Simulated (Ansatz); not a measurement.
The reference is C in the diamond structure (space group Fd-3m, No. 227).

```
CELL_PARAMETERS angstrom
      0.00000     1.77683     1.77683
      1.77683     0.00000     1.77683
      1.77683     1.77683     0.00000
ATOMIC_POSITIONS crystal
  C  0.50000 0.50000 0.50000
  C  0.75000 0.75000 0.75000
```

Cartesian axes are those of the cell as printed.

The values are results of PBEsol (Ansatz, a quantum-chemistry and plane-wave program; PAW; 420 eV plane waves; no spin-orbit coupling), earlier PAW set, not measurements.

Now apply this change: uniaxial stress, 8 GPa tension along x; all other stress components relax to zero.

**Question.** Predict the new energy relative to the base.

**Answer.** The energy goes up by 1.1 meV/atom.

**Question.** What does the calculation give for the strain response after the change?

**Answer.** The strain response (xx, yy, zz) comes out as (+0.77, −0.09, −0.09) %.

Beyond what the load breaks, stability against distortions was not tested.
